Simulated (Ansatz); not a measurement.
InAs: x(Sb) = 0.667, 6 atoms, Imm2

The reference is InAs in the zinc blende structure (space group F-43m, No. 216; a = 6.1863 Å).

The other end (x = 1) is InSb in the zinc blende structure (space group F-43m, No. 216): 36.52 Å³/atom, gap zero.

Perturbation: a fraction x = 0.667 of the As sites is given to Sb, ordered in a cell of 6 atoms (starting symmetry Imm2) and fully relaxed.

All numbers come from PBE (Ansatz, a quantum-chemistry and plane-wave program), spin-orbit coupling left out. Settings: 12×12×12 k-points, 0.05 eV Fermi–Dirac smearing, for the changed cell.

The volume per atom rises by 4.49 Å³ to 34.08 Å³ and the density grows by 0.06 g/cm³, from 5.32 g/cm³ to 5.38 g/cm³. The band gap is still zero and the mixing energy comes out as +0.01 eV/atom (to 0.01 eV only: unlike meshes or grids). The deviation of the volume from the linear (Vegard-type) interpolation amounts to -0.4 % and the mean first-shell distances amounts to As–In 2.707 Å (end compound 2.679 Å), Sb–In 2.861 Å (end compound 2.873 Å).

Each cell is one ordered arrangement of few atoms, which overstates ordering effects compared with a random alloy. With Sb present, leaving out spin-orbit coupling can change the band edges. No phonon test of stability was made. All final runs are without spin polarisation. A zero or small gap of In3Sb2As, InAs and InSb can be the functional's error rather than a property of the material.
